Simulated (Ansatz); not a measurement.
**Effect of tensor shear ε_xy = +0.29 % on HgTe**

Start from HgTe in the zinc blende structure (space group F-43m, No. 216; a = 6.510 Å). Axes: x, y, z lie along the cube axes.

It is then changed as follows: a pure shear with ε_xy = ε_yx = 0.0029; the atoms relax in the strained cell.

Method: PBEsol/PAW in Ansatz (a program for electronic structure), no spin-orbit coupling. Γ-centred 9×9×9 mesh, Fermi–Dirac width 0.05 eV.

```csv
quantity,base,changed,shift
space group,F-43m (No. 216),Imm2 (No. 44),–
energy relative to the base (free energy F),0 meV/atom,+0.1 meV/atom,+0.1 meV/atom
"pressure (mean of the normal stresses, compression positive)",0.0 GPa,0.0 GPa,0.0 GPa
band gap,zero,zero,–
"valley order (the lowest conduction-band minima on the path, energy above the VBM, named in the base's zone)",–,Γ 0.01 eV; L along [1-11] 0.62 eV; L along [11-1] 0.67 eV,–
"stress (xx, yy, zz, yz, xz, xy; compression positive) (rough)",–,"(0.0, 0.0, 0.0, 0.0, 0.0, -0.1) GPa",–
```

Final structure:

```
CELL_PARAMETERS angstrom
      0.00944     3.25489     3.25489
      3.25489     0.00944     3.25489
      3.26433     3.26433     0.00000
ATOMIC_POSITIONS crystal
  Hg 0.00072 0.00072 0.99928
  Te 0.24928 0.24928 0.25072
```

Without a gap, meshes like the base's 9×9×9 leave anisotropic stresses uncertain by several tenths of a GPa, and small strain energies with them. Spin-orbit coupling, missing from the scalar runs, can matter with Hg and Te. Stability against distortions was not tested. The final runs are not spin-polarised. Gaps under 0.05 eV, about the width of the smearing, are given as zero. The zero or small gap of HgTe can change with the level of theory.
